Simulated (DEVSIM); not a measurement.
Device: Si n-i-p diode, at 300 K.

Layer 1 from the left is Si, thickness (μm) 0.580, Nd (cm⁻³) 4.9e17, τn (s) 5.5e-5, τp (s) 5.5e-5. Layer 2 from the left is Si, thickness (μm) 0.950, Na (cm⁻³) 8.3e12, τn (s) 5.5e-5, τp (s) 5.5e-5. Layer 3 from the left is Si, thickness (μm) 2.10, Na (cm⁻³) 1.4e17, τn (s) 5.5e-5, τp (s) 5.5e-5.

Left contact: ohmic. Right contact: ohmic. Voltage is applied to the left contact. Recombination: SRH at mid-gap. Mobility is μmin + (μ − μmin)/(1 + (N/Nref)^α).

The device is made up for the run: typed textbook-type constants, with dimensions and the other settings drawn at random. Values at 300 K.

Si: gap (eV) 1.124, affinity (eV) 4.05, permittivity 11.7, Nc (cm⁻³) 2.86e19, Nv (cm⁻³) 3.1e19, μn (cm²/Vs) 1417, μp (cm²/Vs) 470, μn,min 52, μp,min 45, Nref,n 9.7e16, Nref,p 2.2e17, αn 0.68, αp 0.72.

Simulated with DEVSIM: 1D drift-diffusion, Boltzmann statistics, complete ionisation; no tunnelling, impact ionisation, image-force lowering or self-heating.

Question: What does the simulation give for the dark forward voltage at 1 A/cm², the potential step across the device at zero bias, the dark forward voltage at 100 A/cm²?

Answer: dark forward voltage at 1 A/cm² 0.646 V; potential step across the device at zero bias 0.879 V; dark forward voltage at 100 A/cm² 0.768 V.
